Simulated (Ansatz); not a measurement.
System: interstitial H in bixbyite In2O3 with all lengths changed by -1 % (charge state +1). These are PBE, PAW (plane waves to 420 eV; Ansatz, a program for electronic structure) values and carry that method's errors.

Cell of 80 host sites held at the strained lattice (strain from the relaxed PBE one, atoms relaxed); one k-point at (0.250, 0.250, 0.250); Fermi-Dirac width 0.01 eV, spin-restricted; finite-size errors left in. No zero-point or tunnelling terms. The charge state is imposed; whether it is stable for some Fermi level was not computed. Sites that were not tried may lie lower.

Barriers: single points on a 2×2×2 k-point mesh shifted by half a step at the bands' geometries.

The step: a concerted move, in which H travels most. Atoms about the jump, Cartesian Å from the middle of the jump, before and after:

```tsv
atom	x0	y0	z0	x1	y1	z1
H1	0.18	0.61	0.89	-0.18	-0.61	-0.89
O2	0.80	0.24	0.20	0.53	-0.16	-0.36
In3	0.02	1.47	-1.55	0.04	1.57	-1.63
In4	-0.02	-1.64	1.11	0.00	-1.61	1.19
O5	-1.32	-0.02	-2.44	-1.32	-0.03	-2.45
O6	-1.33	-2.27	-0.51	-1.33	-2.26	-0.50
O7	-0.92	0.06	2.14	-0.93	0.03	2.18
O8	-1.41	2.37	-0.14	-1.41	2.38	-0.18
In9	2.29	-1.20	-1.55	2.23	-1.17	-1.53
O10	1.46	0.40	-2.74	1.46	0.44	-2.84
In11	-2.88	-1.14	-1.48	-2.89	-1.15	-1.49
O12	1.46	-2.63	-0.15	1.45	-2.70	-0.11
In13	-2.56	1.41	1.40	-2.52	1.38	1.38
O14	1.37	2.83	-0.50	1.41	2.77	-0.49
In15	2.64	1.49	0.76	2.69	1.53	0.79
O16	-3.69	0.43	-0.14	-3.70	0.43	-0.15
```

Question: Give the saddle-point geometry and the barrier.

Answer: 
```csv
atom,x,y,z
H1,-0.18,-0.02,-0.29
O2,0.78,0.01,-0.09
In3,0.09,1.63,-1.70
In4,0.02,-1.66,1.20
O5,-1.29,0.03,-2.41
O6,-1.31,-2.24,-0.47
O7,-0.94,0.01,2.17
O8,-1.37,2.35,-0.20
In9,2.21,-1.17,-1.51
O10,1.47,0.44,-2.83
In11,-2.86,-1.13,-1.47
O12,1.45,-2.70,-0.11
In13,-2.52,1.39,1.38
O14,1.40,2.82,-0.51
In15,2.62,1.48,0.76
O16,-3.69,0.44,-0.14
```
It lies 0.64 eV above the start and 0.21 eV above the end. The saddle point's order was not checked.
